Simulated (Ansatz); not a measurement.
Ansatz (a quantum-chemistry and plane-wave program) run on NbH2 (I4mm, 3 atoms in the cell): self-consistent single point.

Computed with PBEsol, harder PAW files (source: ansatz) made with PBE (plane waves; Ansatz).

The change in words: lattice scaled by 0.98; basis.ecutwfc: 420 eV → 560 eV; hamiltonian.pseudopotentials: {kind: paw} (the program's default PAW files) → {kind: paw, source: ansatz}. Reference geometry:
```
NbH2
1.0
    0.00000     2.29598     2.29598
    2.29598     0.00000     2.29598
    2.29598     2.29598     0.00000
Nb H
1 2
Direct
  0.01089   0.01089   0.98911
  0.25000   0.25000   0.25000
  0.75000   0.75000   0.75000
```

Reference input (self-consistent single point, DFT, PBEsol, plane waves, default PAW files made with PBE): basis.ecutwfc = 420 eV; kpoints.mp_grid.grid = 12 12 12; hamiltonian.xc = pbesol; hamiltonian.pseudopotentials = {kind: paw} (the program's default PAW files); scf.occupations.method = gaussian; scf.occupations.width = 0.1 eV. This run's input differs from it in these lines:

Ansatz 0.2 input:
```diff
@@ -2,11 +2,11 @@
   lattice:
-    - [0.00000000, 2.29598300, 2.29598300]
-    - [2.29598300, 0.00000000, 2.29598300]
-    - [2.29598300, 2.29598300, 0.00000000]
+    - [0.00000000, 2.25006300, 2.25006300]
+    - [2.25006300, 0.00000000, 2.25006300]
+    - [2.25006300, 2.25006300, 0.00000000]
   atoms:
-    - { symbol: Nb, position_ang: [0.00000000, 0.00000000, 0.05000192] }
-    - { symbol: H, position_ang: [1.14799150, 1.14799150, 1.14799150] }
-    - { symbol: H, position_ang: [3.44397450, 3.44397450, 3.44397450] }
+    - { symbol: Nb, position_ang: [0.00000000, 0.00000000, 0.04900187] }
+    - { symbol: H, position_ang: [1.12503150, 1.12503150, 1.12503150] }
+    - { symbol: H, position_ang: [3.37509450, 3.37509450, 3.37509450] }
 basis:
-  ecutwfc: 420.0
+  ecutwfc: 560.0
 kpoints:
@@ -18,2 +18,3 @@
     kind: paw
+    source: ansatz
 scf:
```

Output (repeated stretches shortened):

```
SCF iter   1: F=—  HF=-4537.771231 eV  |F-HF|=—  |Δ(HF+E_count)|=         —  Δρ=1.14e-1  dr2=3.23e0  ethr=3.10e-3  ⟨swp⟩=5.0  Hψ=9963  notcnv=0
all-band conjugate gradients solve this SCF's bands
preconditioner: auto → none
SCF iter   2: F=—  HF=-4536.782220 eV  |F-HF|=—  |Δ(HF+E_count)|=   9.89e-1  Δρ=5.65e-2  dr2=7.91e-1  ethr=3.10e-3  ⟨swp⟩=2.7  Hψ=4836  notcnv=0  defer=48
SCF iter   3: F=—  HF=-4536.476584 eV  |F-HF|=—  |Δ(HF+E_count)|=   3.06e-1  Δρ=5.27e-3  dr2=1.60e-3  ethr=3.10e-3  ⟨swp⟩=3.1  Hψ=3645  notcnv=0  defer=48
SCF iter   4: F=—  HF=-4536.476436 eV  |F-HF|=—  |Δ(HF+E_count)|=   1.48e-4  Δρ=6.94e-4  dr2=7.87e-5  ethr=1.07e-5  ⟨swp⟩=2.1  Hψ=4383  notcnv=0  defer=48
SCF iter   5: F=—  HF=-4536.476409 eV  |F-HF|=—  |Δ(HF+E_count)|=   2.67e-5  Δρ=8.83e-5  dr2=1.39e-6  ethr=5.25e-7  ⟨swp⟩=2.1  Hψ=2941  notcnv=0  defer=48
SCF iter   6: F=-4536.476409 eV  HF=-4536.476409 eV  |F-HF|=6.24e-8  |Δ(HF+E_count)|=   3.90e-7  Δρ=2.28e-5  dr2=8.41e-8  ethr=6.67e-10  ⟨swp⟩=8.0  Hψ=10493  notcnv=0
SCF 1 converged in 6 iterations: F = -4536.476409 eV  dr2 = 8.41e-8
Free energy (F): -4536.476409 eV
Internal energy: -4536.470727 eV  (E = F + TS)
E sigma→0 (E₀):  -4536.473568 eV
Entropy (-TS):   -0.005682 eV (-1.894 meV/atom)
Fermi energy:    15.878001 eV
--- Forces (eV/Å), atoms counted from 1 ---
  atom   1  Nb     0.00000000    -0.00000000    -0.46176235
  atom   2  H      0.00000000    -0.00000000     0.23080910
  atom   3  H      0.00000000     0.00000000     0.23080910
--- Stress (GPa, compression-positive) ---
        2.628632       0.000000       0.000000
        0.000000       2.628632       0.000000
        0.000000      -0.000000       2.354031
  P = ⅓ Tr σ = 2.5371 GPa (25.371 kbar)
  The stress holds the Pulay correction. Without it, at fixed plane waves, as pw.x and ABINIT print it: P = 1.9246 GPa
```

The run converged in 6 iterations. Against the reference run the pressure goes from -8.28 to 2.54 GPa and the largest force goes from 0.390 to 0.462 eV/Å.

The starting cell comes from a database of computed structures (which also holds hypothetical and non-ambient phases and stackings), without a prior relaxation at this level. Its lattice was rescaled by up to half a per cent. One atom was moved a little off its site on purpose. For this run, on top of that: lattice scaled by 0.98. Spin polarisation is off. Ansatz's pressure includes its estimate of the finite-basis (Pulay) stress. Without the estimate this run gives 1.92 GPa. The cutoff lies below the one recommended for these files.
